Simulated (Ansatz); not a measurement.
## Ta2N (model structure, started from the CdI2 type, P-3m1, No. 164, 3 atoms in the cell)

The numbers are results of PBE (Ansatz, a first-principles code, plane waves, PAW), not measurements.

Run with plane-wave cutoff 500 eV, 18×18×8 k mesh (along the axes of the cell as run), Fermi–Dirac smearing 0.05 eV, scalar-relativistic PAW data made under PBE.

Cell (relaxed at this level):

```xyz
3
Lattice="3.1023 0.0000 0.0000 -1.5511 2.6866 0.0000 0.0000 0.0000 4.8789" Properties=species:S:1:pos:R:3 pbc="T T T"
N      0.0000     0.0000     0.0000
Ta     0.0000     1.7911     1.2438
Ta     1.5511     0.8955     3.6351
```

```json
{
 "band_gap": "none"
}
```

Note: the relaxation could raise the start's symmetry but not lower it, so the cell can be a saddle point.

Spin–orbit coupling is not included.

Cost on a shared machine: around 60 core-seconds (rough).

A model structure was made by putting elements into a prototype or built by hand; it is no filed structure, need not be a known phase, and can be a saddle point held by its symmetry.
